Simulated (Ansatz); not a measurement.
## Pressure series in GaCuSe2

Base system: GaCuSe2 in the chalcopyrite structure (space group I-42d, No. 122; a = 5.608 Å, c = 11.098 Å).

Cell and atoms are relaxed at each pressure.

Level of theory: Ansatz (a quantum-chemistry and plane-wave program), r2SCAN, PAW, cutoff 500 eV, without spin-orbit coupling.

Two rows of this table had their results exchanged by mistake.

```json
[
 {"pressure": "pressure 1.8 GPa", "volume per atom (Å³)": "21.29", "shortest distance (Å)": "2.387", "band gap": "0.68 eV"},
 {"pressure": "pressure 4.2 GPa", "volume per atom (Å³)": "20.69", "shortest distance (Å)": "2.362", "band gap": "0.82 eV"},
 {"pressure": "pressure 9 GPa", "volume per atom (Å³)": "19.72", "shortest distance (Å)": "2.321", "band gap": "1.06 eV"},
 {"pressure": "pressure 18 GPa", "volume per atom (Å³)": "16.00", "shortest distance (Å)": "2.157", "band gap": "1.46 eV"},
 {"pressure": "pressure 30 GPa", "volume per atom (Å³)": "17.12", "shortest distance (Å)": "2.208", "band gap": "1.67 eV"},
 {"pressure": "pressure 45 GPa", "volume per atom (Å³)": "18.38", "shortest distance (Å)": "2.263", "band gap": "1.45 eV"}
]
```

Question: Which two?

Answer: The rows for pressure 18 GPa and pressure 45 GPa: the volume has to fall steadily with pressure, so 18.38 Å³ belongs to pressure 18 GPa and 16.00 Å³ to pressure 45 GPa.

Load acts through the strain it causes; cell and atoms are relaxed under it. Stability against distortions was not tested. Competing high-pressure phases were not computed. The final runs are not spin-polarised.
